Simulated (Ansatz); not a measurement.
The starting structures come from a database of crystals and need not be the phases stable at ambient conditions.

By PBEsol, the system below comes out a metal.

The ballistic (Sharvin) conductance counts the channels at the Fermi level: G/A = (e²/h) × channels of both spins per area.

```
CELL_PARAMETERS angstrom
      2.85780     0.00000     0.00000
      0.00000     2.85780     0.00000
      0.00000     0.00000     2.91612
ATOMIC_POSITIONS crystal
  Si 0.50000 0.50000 0.50000
  Ru 0.00000 0.00000 0.00000
```

Space group of this cell: P4/mmm. The cell is strained (lengths across the current scaled by 0.98, ions clamped); by PBEsol its mean pressure is 10.3 GPa.

The current flows along the normal of the first two printed cell vectors, the (001) (indices of the unstrained crystal) plane of the conventional cell. No spin-orbit coupling; the value is a mean over 0.1 eV about the Fermi level.

State the ballistic conductance per area according to PBEsol in Ansatz (a quantum-chemistry and plane-wave program).

0.46 × 10¹⁵ S/m² for both spins.
